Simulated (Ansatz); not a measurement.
Data:

```
LiTi2O4
1.0
    0.00000     4.17557     4.17557
    4.17557     0.00000     4.17557
    4.17557     4.17557     0.00000
Li Ti O
2 4 8
Direct
  0.75000   0.75000   0.75000
  0.50000   0.50000   0.50000
  0.12500   0.12500   0.12500
  0.62500   0.12500   0.12500
  0.12500   0.12500   0.62500
  0.12500   0.62500   0.12500
  0.33828   0.88724   0.88724
  0.36276   0.36276   0.91172
  0.88724   0.33828   0.88724
  0.36276   0.36276   0.36276
  0.88724   0.88724   0.88724
  0.36276   0.91172   0.36276
  0.88724   0.88724   0.33828
  0.91172   0.36276   0.36276
```

The numbers are results of PBEsol, DFPT electron-phonon coupling, linearised Boltzmann equation (plane waves, PAW, scalar-relativistic; Ansatz, a program for electronic structure), not measurements. How the cell was made: relaxed with this functional, without spin-orbit coupling.

### Question
What phonon-limited resistivity does this give at 300 K?

### Answer
120 μΩ·cm.

### Question
How long is the mean free path there?

### Answer
1.70 nm, weighted by the current that each state carries. Wires not much wider than this gain resistivity from their walls.

A metal at this level (no band gap). Only scattering by harmonic phonons is included (no impurities, grain boundaries, electron-electron scattering or thermal expansion). Spin-orbit coupling is left out. Values near or above 100 μΩ·cm, or paths under about 2 nm, lie near resistivity saturation, where the Boltzmann equation overshoots. Halving the electron mesh (20x20x20) moves the resistivity by up to 1 % at 300 K, the mean free path by up to 1 %. Smearing 0.20 eV; phonons on a 3x3x3 q mesh, which this run doesn't test.

Formula and space group known from diffraction (Crystallography Open Database), not checked to be the room-temperature form: LiTi2O4 (Fd-3m).
